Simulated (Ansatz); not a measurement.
Amorphous cells of 8 compositions: the gap between the highest filled and lowest empty level at the zone centre, by PBE and by a single point of r2SCAN on the same geometry (PBE, scalar-relativistic without spin-orbit coupling (plane waves to 420 eV, PAW; Ansatz, a quantum-chemistry and plane-wave program); r2SCAN at 500 eV). The networks come from melt-quench runs on the CHGNet potential at compositions and starting densities chosen by hand, with anions pushed apart in the CHGNet dynamics, and DFT then relaxed them. The cells are small and were quenched far faster than real films, so single cells scatter. Defect or tail levels can set these gaps. The rows are the first to finish with both values and no moments.

| cell | PBE gap x (eV) | r2SCAN gap y (eV) |
|---|---|---|
| A (Hf18O39Mo, 8.56 g/cm3) | 2.34 | 2.61 |
| B (Hf18O39In2, 8.80 g/cm3) | 3.15 | 3.69 |
| C (Hf18O38Ti, 8.71 g/cm3) | 3.37 | 3.77 |
| D (Hf18O39Al2, 8.56 g/cm3) | 3.81 | 4.28 |
| E (Hf18O39B2, 8.42 g/cm3) | 3.87 | 4.36 |
| F (Hf18O39Lu2, 9.05 g/cm3) | 3.96 | 4.43 |
| G (Hf18O39La2, 8.75 g/cm3) | 3.99 | withheld |
| H (Hf18O39Ga2, 8.70 g/cm3) | 4.07 | 4.57 |

Fit a straight line through the 7 full rows and predict the withheld value for G (Hf18O39La2, 8.75 g/cm3).

Means: x = 3.510, y = 3.959. Slope = Σ(Δx Δy) / Σ(Δx²) = 2.496 / 2.254 = 1.11; the r.m.s. residual is 0.056. Prediction: 3.959 + 1.11 × (3.99 − 3.510) = 4.49. The run gave 4.47, 0.02 below the line.
